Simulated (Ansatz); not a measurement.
The parent structure is SiC (space group P6_3mc, No. 186; a = 3.0941 Å, c = 10.1293 Å). Axes: x lies along a and z along c of the hexagonal cell.

Method: PBE (Ansatz, a first-principles code, PAW, no spin-orbit coupling).

Base values:

The volume per atom comes out as 10.50 Å³, the pressure comes out as 0.0 kbar and the valence-band top at Γ is 0.00, 0.00, -0.05 eV.

The change: tensile biaxial strain of 0.75 % in the plane normal to [001], as in epitaxy on a mismatched substrate; the out-of-plane cell vector and the atoms relax.

Problem. What does the calculation give for the volume per atom after the change?

Solution. The volume per atom rises by 0.14 Å³ to 10.64 Å³.

Problem. Estimate the effect on the pressure.

Solution. The pressure (mean of the normal stresses, compression positive) goes from zero to -28.1 kbar.

Problem. Estimate the effect on the valence-band top at Γ.

Solution. The valence-band top at Γ (three highest levels, from the VBM) goes from 0.00, 0.00, -0.05 eV to 0.00, -0.03, -0.03 eV.

The levels and masses belong to the bands next to the band gap. No phonon test of stability was made.
